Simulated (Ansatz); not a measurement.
Candidates (primitive cells; geometry: cell and atoms relaxed with PBEsol):
A. ZnSe (F-43m), a = b = c = 3.983 Å, α = β = γ = 60.00°
B. ZnS (F-43m), a = 3.788 Å, b = 3.788 Å, c = 3.788 Å, α = 60.00°, β = 60.00°, γ = 60.00°
C. InP (F-43m), a = b = c = 4.157 Å, α = β = γ = 60.00°
D. AlP (F-43m), a = 3.868 Å, b = 3.868 Å, c = 3.868 Å, α = 60.00°, β = 60.00°, γ = 60.00°
E. GaP (F-43m), a = b = c = 3.846 Å, α = β = γ = 60.00°

Q: Order them by Seebeck coefficient, n-type 1e19 cm⁻³ (highest first) at the level PBEsol with spin-orbit coupling, rigid bands in Ansatz (a quantum-chemistry and plane-wave program).

A: C (-44 μV/K), A (-64 μV/K), B (-104 μV/K), D (-262 μV/K), E (-332 μV/K)

Seebeck coefficients are for the stated density at 300 K, with one relaxation time for all states and whether or not that doping can be reached.
